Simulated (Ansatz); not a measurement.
Functionals compared on the (001) surface of MnP-type NiSi in its 1x1 cell (cut with top plane Ni, bottom plane Ni), outermost plane spacing 0.69 Å in the ideal cut (one of several cuts of this face), with 2 Ni a cell over the bulk's ratio, in Ansatz (plane waves, PAW). The structure was relaxed with PBE; the other rows are single points on it. Cutoff 420 eV (500 eV for r2SCAN).

Model: 18-atom slab, Ni10Si8, 11.9 Å thick at the start, 11x7x1 mesh, Fermi-Dirac 0.1 eV, dipole correction, all atoms relaxed; start symmetry kept, larger cells not searched; no spin (magnetic order not tried), no spin-orbit, no U. These notes are the PBE run's.

```tsv
functional	work function of the top face (eV)	rough cost of the single point
PBE	4.17	–
LDA	4.52	around 4 core-minutes (rough)
PBEsol	4.27	about 4 core-minutes (a rough figure)
RPBE	[?]	very roughly 4 core-minutes
r2SCAN	4.14	around 9 core-minutes (rough)
```

**Question.** What belongs in the gaps?

**Answer.** 
- RPBE, work function of the top face (eV): 4.00

Ansatz is an electronic-structure program.
